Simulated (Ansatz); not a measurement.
Take ZnS in the wurtzite structure (space group P6_3mc, No. 186) as the base.

```yaml
crystal:
  lattice:
    - [3.73826, 0.00000, 0.00000]
    - [-1.86913, 3.23743, 0.00000]
    - [0.00000, 0.00000, 6.14288]
  atoms:
    - { symbol: Zn, position: [0.33333, 0.66667, 0.00059] }
    - { symbol: Zn, position: [0.66667, 0.33333, 0.50059] }
    - { symbol: S, position: [0.33333, 0.66667, 0.37441] }
    - { symbol: S, position: [0.66667, 0.33333, 0.87441] }
```

Cartesian axes are those of the cell as printed.

Computed with LDA, PAW, 420 eV (Ansatz, a quantum-chemistry and plane-wave program; no spin-orbit coupling).

Before the change:

```
Item                   Value
---------------  -----------
Gap character    direct at Γ
Band gap             2.19 eV
Volume per atom     18.59 Å³
```

Modification: tensile biaxial strain of 0.60 % in the plane normal to [001], as in epitaxy on a mismatched substrate; the out-of-plane cell vector and the atoms relax.

What happens to the gap character, band gap and volume per atom?

The gap character remains direct at Γ; the band gap hardly moves (2.19 eV against 2.18 eV); the volume per atom goes up by 0.15 Å³ to 18.74 Å³.

No phonon test of stability was made.
